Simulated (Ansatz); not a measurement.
**bcc V (0 0 1) on zinc-blende InAs (0 0 1) (film strained to the substrate, started from cuts of the bulks and a machine-learned relaxation; slabs As6In5 and V16, which can lie off the formulas)**

A periodic stack without vacuum, bcc V (0 0 1) on zinc-blende InAs (0 0 1) (film strained to the substrate, started from cuts of the bulks and a machine-learned relaxation; slabs As6In5 and V16, which can lie off the formulas): substrate slab As6In5, film V16, surface cells [[1, 0], [1, 1]] and [[-1, 1], [-1, -1]], film strained by +3.2 and +3.2 %, outermost planes As/As and V/V as cut, which need not be the usual terminations and can put a slab off its formula.

The start was prepared with a machine-learned potential, and the result is one local minimum, with the in-plane cell held and forces under 0.04 eV/Å; the film can end far from its bulk form.

Calculation: PBE (plane waves to 420 eV, PAW; Ansatz, a first-principles code). No spin–orbit coupling; the runs are not spin-polarised; PBE gaps are too small against experiment. Its k-point mesh 7×7×1, Fermi–Dirac width 0.05 eV.

interface area: 19.1 Å²
period: 27.18 Å
heights between the nearest atoms of the two slabs at the two interfaces: 1.21 and 1.21 Å
As–V contacts across the interfaces within 1.22 times the sum of covalent radii: 10, mean 2.53 Å
In–V contacts across the interfaces within 1.22 times the sum of covalent radii: 10, mean 3.21 Å

```
CELL_PARAMETERS angstrom
      4.37306    -0.00037     0.08755
      0.00039     4.37411    -0.00066
      1.66034    -0.00530    27.21647
ATOMIC_POSITIONS crystal
  As 0.15542 0.66519 0.12048
  As 0.20792 0.16463 0.02045
  As 0.03895 0.66584 0.34897
  As 0.59682 0.16536 0.23506
  As 0.93048 0.16929 0.56337
  As 0.48114 0.16738 0.46351
  In 0.12562 0.16530 0.17809
  In 0.68790 0.66493 0.05761
  In 0.01015 0.16593 0.40592
  In 0.56768 0.66542 0.29200
  In 0.44934 0.66840 0.52640
  V  0.38395 0.66893 0.65716
  V  0.88261 0.16908 0.65972
  V  0.40758 0.16902 0.60894
  V  0.90817 0.66928 0.60782
  V  0.33179 0.66800 0.76611
  V  0.83168 0.16802 0.76611
  V  0.35741 0.16885 0.71146
  V  0.85722 0.66893 0.71162
  V  0.28161 0.66511 0.87237
  V  0.78176 0.16522 0.87200
  V  0.30770 0.16639 0.81755
  V  0.80780 0.66647 0.81771
  V  0.23091 0.66463 0.97470
  V  0.73030 0.16481 0.97605
  V  0.25610 0.16473 0.92413
  V  0.75483 0.66487 0.92652
```
